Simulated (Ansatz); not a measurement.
Start from Re in the hcp (Mg type) structure (space group P6_3/mmc, No. 194; a = 2.776 Å, c = 4.481 Å; relaxed with 0.1 eV smearing). Axes: x lies along a and z along c of the hexagonal cell.

Computed with PBE (Ansatz, a program for electronic structure; PAW; 420 eV plane waves; no spin-orbit coupling).

Perturbation: the cell is scaled by 1.0300 in all directions; the atoms relax in the strained cell.

Question: Predict the stress tensor and what it implies for the stiffness.

Answer: Stress of the strained cell less that of the base (GPa, compression positive):
```
  -26.3     0.0     0.0
    0.0   -26.3     0.0
    0.0     0.0   -26.7
```

Then B = −ΔP/(ΔV/V₀) with ΔV/V₀ = 0.0927 gives secant stiffness values (nonlinear terms included at this strain): B (at held cell shape, above the free-shape value) ≈ 285 GPa.

As a check, the harmonic strain energy −½ V₀ Δσ:ε is 110 meV/atom; the computed energy rise is 124 meV/atom.

Whether these cells are dynamically stable was not tested. The final runs are not spin-polarised.
